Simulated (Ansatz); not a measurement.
System: WTe2 (model structure, started from the 3R-MoS2 type, R3m, No. 160, 3 atoms in the cell). Method: PBEsol (Ansatz, a first-principles code, plane waves, PAW).

Run with plane-wave cutoff 500 eV, 12×12×12 k mesh, Fermi–Dirac smearing 0.05 eV, no spin polarisation, scalar-relativistic PAW data made under PBE.

Cell (relaxed at this level):

```
CELL_PARAMETERS angstrom
      1.75053     1.01067     7.11022
     -1.75053     1.01067     7.11022
      0.00000    -2.02134     7.11022
ATOMIC_POSITIONS crystal
  W  0.00003 0.00003 0.00003
  Te 0.75151 0.75151 0.75151
  Te 0.58176 0.58176 0.58176
```

What does this level give for the band gap?


- band gap: 1.00 eV (on the SCF k mesh)

Note: the relaxation could raise the start's symmetry but not lower it, so the cell can be a saddle point; the cell has widely spaced layers and the level no dispersion term, so their spacing and the moduli can rest on weak binding.

Spin–orbit coupling is not included; with these elements it can move the gap by several tenths of an eV or more.

The computed numbers hold no vibrational or temperature effects.

Computing time: very roughly 6 core-minutes.

A model structure was made by putting elements into a prototype or built by hand; it is no filed structure, need not be a known phase, and can be a saddle point held by its symmetry.
